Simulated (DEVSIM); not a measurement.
Device: illuminated Si n-on-p cell, one wavelength, at 300 K.

Layer 1 from the left is Si, thickness (μm) 0.0630, Nd (cm⁻³) 7.6e18, τn (s) 1.7e-6, τp (s) 3.1e-7, absorption coefficient (cm⁻¹) 1000. Layer 2 from the left is Si, thickness (μm) 23.0, Na (cm⁻³) 4.9e15, τn (s) 8.7e-6, τp (s) 8.7e-6, absorption coefficient (cm⁻¹) 1000.

Left contact: ohmic, minority hole recombination velocity 2e5 cm/s. Right contact: ohmic, minority electron recombination velocity 800 cm/s. Voltage is applied to the left contact. Recombination: SRH at mid-gap, radiative, Auger. Light enters at the left, 4.1e17 photons cm⁻² s⁻¹, one pass, no reflection. Mobility is μmin + (μ − μmin)/(1 + (N/Nref)^α).

This is a model device: material constants are rounded textbook-type values typed into the input, and sizes, dopings and lifetimes were drawn at random. Values at 300 K.

Si: gap (eV) 1.124, affinity (eV) 4.05, permittivity 11.7, Nc (cm⁻³) 2.86e19, Nv (cm⁻³) 3.1e19, μn (cm²/Vs) 1417, μp (cm²/Vs) 470, μn,min 52, μp,min 45, Nref,n 9.7e16, Nref,p 2.2e17, αn 0.68, αp 0.72, B (cm³/s) 4.7e-15, Cn (cm⁶/s) 2.8e-31, Cp (cm⁶/s) 9.9e-32.

DEVSIM, 1D drift-diffusion, Boltzmann statistics, complete ionisation; no tunnelling, impact ionisation, image-force lowering or self-heating.

Dark forward current:

| |V| (V) | |J| (A/cm²) |
|---|---|
| 0.05 | 7.394e-10 |
| 0.10 | 2.739e-9 |
| 0.15 | 8.931e-9 |
| 0.20 | 3.106e-8 |
| 0.25 | 1.267e-7 |
| 0.30 | 6.268e-7 |
| 0.35 | 3.630e-6 |
| 0.40 | 2.310e-5 |
| 0.45 | 0.0001539 |
| 0.50 | 0.001047 |
| 0.55 | 0.007167 |
| 0.60 | 0.04838 |
| 0.65 | 0.3086 |
| 0.70 | 1.872 |
| 0.75 | 11.01 |
| 0.80 | 58.68 |
| 0.85 | 260.8 |
| 0.90 | 916.6 |
| 0.95 | 2525 |

### Question
Work out the local ideality factor n = ΔV / (kT/q · ln(J2/J1)) between the rows 0.15 and 0.20 V, 0.50 and 0.55 V, 0.90 and 0.95 V.

### Answer
kT/q = 25.85 mV. From 0.15 to 0.20 V: ln(3.106e-8/8.931e-9) = 1.246, n = 1.55. From 0.50 to 0.55 V: ln(0.007167/0.001047) = 1.924, n = 1.01, near the 1 of diffusion or emission over a barrier. From 0.90 to 0.95 V: ln(2525/916.6) = 1.013, n = 1.91.

### Question
What current could the absorbed light give at most, and what share is collected?

### Answer
Σ αd = 2.31, so qΦ(1 − exp(−Σ αd)) = 59.1 mA/cm². The simulated short-circuit current is 57.89 mA/cm², a share of 0.98.

### Question
Estimate the open-circuit voltage by superposition: the voltage at which the dark current equals that short-circuit current.

### Answer
Interpolating ln J in the table gives 0.605 V. The simulation gives 0.605 V, the same within the digits that matter. Superposition holds where collection doesn't change with voltage.

### Question
Estimate the fill factor from FF0 = (v − ln(v + 0.72))/(v + 1), v = qVoc/(nkT), with n from the dark curve.

### Answer
The rows about Voc, 0.60 and 0.65 V, give n = 1.04, so v = 22.4 and FF0 = 0.823. The simulation gives 0.826, the same within the digits that matter.
